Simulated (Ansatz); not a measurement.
CsCl-type CoGa, treated with HSE06 (plane waves, PAW; Ansatz, an electronic-structure program).

Run with plane-wave cutoff 460 eV, 10×10×10 k mesh, Fermi–Dirac smearing 0.05 eV, no spin polarisation, scalar-relativistic PAW data made under PBE.

Cell (relaxed at this level):

```yaml
crystal:
  lattice:
    - [2.83817, 0.00000, 0.00000]
    - [0.00000, 2.83817, 0.00000]
    - [0.00000, 0.00000, 2.83817]
  atoms:
    - { symbol: Ga, position: [0.50000, 0.50000, 0.50000] }
    - { symbol: Co, position: [0.00000, 0.00000, 0.00000] }
```

Q: Give the computed bulk modulus B0 and pressure derivative B′ of the bulk modulus.

A: 
- bulk modulus B0 = 204 GPa
- pressure derivative B′ of the bulk modulus = 4.7

Note: the run has no spin polarisation, so it can have missed a magnetic state.

Cost on a shared machine: around 23 core-minutes (rough).
